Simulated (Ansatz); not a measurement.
AlB2-type TiB₂ was calculated with revPBE (plane waves, PAW; Ansatz, a quantum-chemistry and plane-wave program).

Run with plane-wave cutoff 520 eV, 24×24×18 k mesh (along the axes of the cell as run), Fermi–Dirac smearing 0.05 eV, no spin polarisation, scalar-relativistic PAW data made under PBE.

Cell (relaxed at this level):

```xyz
3
Lattice="1.5225 -2.6370 0.0000 1.5225 2.6370 0.0000 0.0000 0.0000 3.2412" Properties=species:S:1:pos:R:3 pbc="T T T"
Ti     0.0000     0.0000     0.0000
B      1.5225     0.8790     1.6206
B      1.5225    -0.8790     1.6206
```

**Question.** Give the computed bulk modulus B0 and pressure derivative B′ of the bulk modulus.

**Answer.** 
bulk modulus B0: 242 GPa
pressure derivative B′ of the bulk modulus: 3.9

The run finds no gap.

Measured, for comparison: bulk modulus 240 GPa (room temperature, no zero-point or thermal correction, our sources range from 233 to 250; as tabulated in Synthesis of Binary Transition Metal Nitrides, Carbides and Borides from the …). Computed (rounded) less measured: bulk modulus +0.8 % (inside the range of the sources held).

Note: the bulk modulus comes from volumes at which shape and atoms were relaxed.

Computed values are for the static lattice.

It cost around 7 core-minutes (rough) of CPU time.
